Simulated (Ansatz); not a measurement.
Results of LDA in Ansatz (PAW) for LuAsO₄ (I4₁/amd, No. 141, 12 atoms in the cell; start COD 9011135).

Run with plane-wave cutoff 520 eV, 8×8×8 k mesh, Fermi–Dirac smearing 0.01 eV, scalar-relativistic PAW data made under PBE.

Cell (measured lattice):

```
LuAsO4
1.0
   -3.47450     3.47450     3.11350
    3.47450    -3.47450     3.11350
    3.47450     3.47450    -3.11350
Lu As O
2 2 8
Direct
  0.00000   0.00000   0.00000
  0.75000   0.25000   0.50000
  0.25000   0.75000   0.50000
  0.50000   0.50000   0.00000
  0.67610   0.85940   0.18330
  0.60940   0.92610   0.68330
  0.67610   0.49280   0.81670
  0.24280   0.92610   0.31670
  0.07390   0.75720   0.68330
  0.14060   0.32390   0.81670
  0.07390   0.39060   0.31670
  0.50720   0.32390   0.18330
```

### Question
What does this level give for the band gap?

### Answer

* **band gap**: 3.95 eV

Note: the file's cell can be that of a phase stable at another temperature; cell and atoms aren't relaxed at this level (largest force component 0.43 eV/Å, pressure -3.9 GPa).

Spin–orbit coupling is not included.

Static lattice: no zero-point or thermal effects.

Ansatz is a first-principles code.
